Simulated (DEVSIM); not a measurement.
**Si p-n junction from an implanted or diffused profile**

Structure: Si p-n junction from an implanted or diffused profile, at 300 K.

```
layer (left to right)  material  thickness (μm)  Nd (cm⁻³)   τn (s)   τp (s)
---------------------  --------  --------------  ---------  -------  -------
1                            Si            17.0     2.7e14  0.00012  0.00012
```

Added acceptor profile: 1.4e18 cm⁻³ × exp(−(x − 0 μm)²/(2·(0.072 μm)²)). Left contact: ohmic. Right contact: ohmic. Voltage is applied to the left contact. Recombination: SRH at mid-gap. Mobility is μmin + (μ − μmin)/(1 + (N/Nref)^α).

This is a model device: material constants are rounded textbook-type values typed into the input, and sizes, dopings and lifetimes were drawn at random. Values at 300 K.

```csv
parameter,Si
gap (eV),1.124
affinity (eV),4.05
permittivity,11.7
Nc (cm⁻³),2.86e19
Nv (cm⁻³),3.1e19
μn (cm²/Vs),1417
μp (cm²/Vs),470
"μn,min",52
"μp,min",45
"Nref,n",9.7e16
"Nref,p",2.2e17
αn,0.68
αp,0.72
```

Model (solved in DEVSIM): 1D drift-diffusion, Boltzmann statistics, complete ionisation; no tunnelling, impact ionisation, image-force lowering or self-heating.

The potential step across the device at zero bias comes out as 0.745 V and the dark forward voltage at 1 A/cm² comes out as 0.573 V. The dark forward voltage at 100 A/cm² is 0.811 V.

Dark forward current:

(V (V), J (A/cm²)): (0.05, 3.6e-9); (0.15, 1.9e-7); (0.30, 6.0e-5); (0.40, 0.0028); (0.55, 0.54); (0.65, 6.5); (0.75, 44); (0.90, 230); (1.00, 400); (1.10, 540); (1.25, 710); (1.35, 810); (1.50, 930); (1.60, 1000)
